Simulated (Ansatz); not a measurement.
System: NbTe (model structure, started from the WC type, P-6m2, No. 187, 2 atoms in the cell). Method: PBE (Ansatz, a quantum-chemistry and plane-wave program, PAW).

Run with plane-wave cutoff 520 eV, 18×18×16 k mesh (along the axes of the cell as run), Fermi–Dirac smearing 0.05 eV, no spin polarisation, scalar-relativistic PAW data made under PBE.

Cell (relaxed at this level):

```cif
data_NbTe
_chemical_formula_sum 'Nb1 Te1'
_space_group_name_H-M_alt 'P 1'
_space_group_IT_number 1
_cell_length_a 3.68705
_cell_length_b 3.68705
_cell_length_c 3.70367
_cell_angle_alpha 90.000
_cell_angle_beta 90.000
_cell_angle_gamma 120.000
loop_
_space_group_symop_operation_xyz
  'x, y, z'
loop_
_atom_site_label
_atom_site_type_symbol
_atom_site_fract_x
_atom_site_fract_y
_atom_site_fract_z
_atom_site_occupancy
Nb1 Nb 0.00000 0.00000 0.00000 1
Te1 Te 0.66667 0.33333 0.50000 1
```

Q: Give the computed bulk modulus.

A: 
* **bulk modulus**: 115 GPa

Note: the run has no spin polarisation, so it can have missed a magnetic state; the bulk modulus is −V dP/dV from two relaxed cells at ±2 % in volume; the relaxation could raise the start's symmetry but not lower it, so the cell can be a saddle point.

Spin–orbit coupling is not included; it can open a gap where bands touch, and shift volumes and moduli.

Static lattice: no zero-point or thermal effects.

The result took roughly 3 core-minutes.

A model structure was made by putting elements into a prototype or built by hand; it is no filed structure, need not be a known phase, and can be a saddle point held by its symmetry.
